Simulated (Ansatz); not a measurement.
MgO has the cubic space group Fm-3m (No. 225), the rock salt structure, Pearson symbol cF8. Lattice parameters: a = b = c = 4.214 Å, α = β = γ = 90.00°. O on 4a is surrounded by 6 Mg at 2.107 Å (octahedral). Mg on 4b is surrounded by 6 O at 2.107 Å (octahedral). (Neighbours: up to the widest gap in distance over summed covalent radii, below 1.35, at either atom; cation-cation and far metal-metal contacts left out.)
(The calculation used a cell of 2 atoms; values per cell refer to that cell.)

The cell is fixed at its relaxed static size. Melting and transitions to other phases are not modelled. An odd repeat of the supercell leaves out some zone-boundary points, where instabilities often lie.

Task: Is this phase dynamically stable in the harmonic approximation, and at 300, 1500 K by the stochastic self-consistent harmonic approximation in a 3×3×3 supercell, PBEsol in Ansatz (a first-principles code)? Give the softest mode in each case.

Result: Harmonic: softest mode 225 cm⁻¹ at q = (0.00, 0.00, 0.33), so stable at the wave vectors of the supercell. 300 K: stable, softest second derivative of the free energy 224 cm⁻¹ (error under 1) at q = (0.00, 0.00, 0.33), at 2.6 GPa in this cell. 1500 K: stable, softest second derivative of the free energy 220 cm⁻¹ (error under 1) at q = (0.00, 0.00, 0.33), at 9.3 GPa in this cell. The verdict is statistical, holds for these wave vectors and this fixed cell alone, and errs towards stability where frames are few. Wave vectors are fractions of the primitive cell's reciprocal vectors.
